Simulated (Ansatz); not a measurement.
Amorphous Si24O49Zn, 74 atoms at 2.27 g/cm³, one PBE-relaxed geometry, zone centre. Methods: PBE, scalar-relativistic without spin-orbit coupling (Ansatz, an electronic-structure program); r2SCAN, scalar-relativistic without spin-orbit coupling (Ansatz); HSE06, scalar-relativistic without spin-orbit coupling (Ansatz). Plane waves to 420 eV (r2SCAN 500 eV); exact exchange is cut at the cell's faces. At PBE the levels at the filled edge of the gap are localised (band-tail or defect states), and the nearest spread-out levels lie 5.2 eV apart at the zone centre. All rungs ran without spin polarisation.

A CHGNet melt-quench gave the starting glass, which DFT then relaxed. O atoms were pushed apart under 1.9 Å during the dynamics, to hinder bonds among them. The hot cell started wider than the set density and was brought back towards it in steps. It is the lowest in DFT energy of 2 quenches. It is a model cell: composition and starting density were chosen by hand, and all elements were melted together. No dispersion term was used. Its density started from a set value of 2.27 and ended at 2.27 g/cm³. The simulated quench (nominally 400 K/ps over its main leg) is rapid and tends to freeze in more defects than a deposited or slowly cooled glass has. A cell of this size samples the disorder only roughly. The volume was held where the preparation left it, at a PBE pressure of 1.2 GPa. Stress components on the final sampling reach 2.3 GPa.

The relaxation ran on the zone centre alone. At PBE the level gap is 4.78 eV on a 2×2×2 Γ-centred mesh, and the spacing at the zone centre alone 4.80 eV.

Task: What zone-centre spacing does r2SCAN give, roughly?

Result: 5.40 eV (+0.60 eV against PBE).

Task: What zone-centre spacing does HSE06 give, roughly?

Result: 6.60 eV (+1.80 eV against PBE).

The highest filled and the lowest empty state spread over these numbers of atoms (participation numbers): PBE: 4.6 and 17.0; r2SCAN: 4.7 and 13.5; HSE06: 4.7 and 20.4.
